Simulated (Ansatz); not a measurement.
What V → Zn does to V2O3

Consider V₂O₃ in the corundum structure (space group R-3c, No. 167; a = 4.775 Å, c = 14.229 Å (hexagonal axes); ferromagnetic).

The change: full substitution V → Zn, then cell and atoms are relaxed.

All numbers come from PBEsol (Ansatz, an electronic-structure program, PAW, no spin-orbit coupling). Γ-centred 11×11×11 mesh, Fermi–Dirac width 0.05 eV, for the changed cell.

- Volume per atom: 10.17 Å³ (base 9.36 Å³)
- Density: 5.84 g/cm³ (base 5.32 g/cm³)
- Lattice parameter a: 5.104 Å (base 4.775 Å)
- c/a ratio: 2.650 (base 2.980)
- Space group: R-3c (No. 167) (base R-3c (No. 167))
- Shortest interatomic distance: 1.977 Å (base 1.947 Å)
- Band gap: zero (base zero)
- Magnetic state: ferromagnetic (base ferromagnetic)

Other magnetic orders, which the real material may have, were not ruled out. Stability against distortions was not tested. As relaxed here, Zn2O3 is a hypothetical phase, not in the database extracts checked. No Hubbard U is applied, and correlation can decide whether such a compound is a metal. The base started in P-1 and relaxed to R-3c at this level.
